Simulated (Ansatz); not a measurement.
The starting structures come from a database of crystals and need not be the phases stable at ambient conditions.

 Where the default PAW files enter, the runs use the earlier of Ansatz's two default sets.

Inside the gap of an insulator the Bloch states are evanescent, with a wavenumber k + iκ along the transport direction.

Given:

```xyz
10
Lattice="6.8033 0.0000 0.0000 -3.4016 5.8918 0.0000 3.4016 1.9639 5.5548" Properties=species:S:1:pos:R:3 pbc="T T T"
K      0.0000     3.9279     2.7774
Cs     3.4016     1.9639     1.3887
Cs     3.4016     5.8918     4.1661
Y      0.0000     0.0000     0.0000
F      4.9541     4.9955     1.2676
F      1.8491     2.8603     4.2872
F      6.8033     1.7927     1.2676
F      0.0000     6.0631     4.2872
F      1.8491     4.9955     1.2676
F      4.9541     2.8603     4.2872
```

Space group of this cell: Fm-3m. The cell is taken as given; by r2SCAN its mean pressure is -2.1 GPa.

Transport runs along the normal of the first two printed cell vectors, the (111) plane of the conventional cell.

The gap is the functional's own. No spin-orbit coupling. Mid-gap values are interpolated on the energy grid.

Task: Give the band gap and the smallest decay constant κ at mid-gap that Ansatz (a program for electronic structure) with r2SCAN yields.

Result: Gap 7.25 eV on a 6×6×6 mesh; κ = 0.523 1/Å, at the zone centre.
